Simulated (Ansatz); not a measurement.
## GaP: uniaxial strain ε_zz = −1.00 %

The reference is GaP in the zinc blende structure (space group F-43m, No. 216; a = 5.451 Å). Axes: x, y, z lie along the cube axes.

Now apply this change: the cell is compressed by 1.00 % along z with no lateral relaxation; the atoms relax in the strained cell.

All numbers come from DFT with r2SCAN, PAW potentials and a 500 eV plane-wave cutoff in Ansatz (a program for electronic structure), scalar-relativistic without spin-orbit coupling. k-mesh 10×10×10 (Γ-centred); smearing 0.05 eV (Fermi–Dirac).

```tsv
quantity	base	changed	shift
space group	F-43m (No. 216)	I-4m2 (No. 119)	–
shortest interatomic distance	2.360 Å	2.353 Å	-0.0078 Å
energy relative to the base (free energy F)	0 meV/atom	+0.9 meV/atom	+0.9 meV/atom
pressure (mean of the normal stresses, compression positive)	0.00 GPa	0.90 GPa	+0.90 GPa
band gap	1.85 eV	1.73 eV	-0.12 eV
gap character	–	indirect, Γ → Γ–M (87 % along)	–
smallest direct gap	2.36 eV	2.41 eV	+0.05 eV
electron mass	1.1 mₑ along k, 0.23 mₑ across (off the special points)	1.0 mₑ along k, 0.23 mₑ across (off the special points)	–
hole mass	–	0.13 mₑ along z, 0.36 mₑ across (at Γ)	–
valence-band top at Γ (three highest levels, from the VBM)	0.00, 0.00, 0.00 eV	0.00, -0.06, -0.06 eV	–
stress (xx, yy, zz, yz, xz, xy; compression positive)	–	(0.63, 0.63, 1.44, 0.00, 0.00, 0.00) GPa	–
```

Effective masses come from finite differences of ±0.01 Å⁻¹. Along k means along the line from Γ to the band edge. No phonon test of stability was made. k-point labels follow each cell's own Brillouin zone.
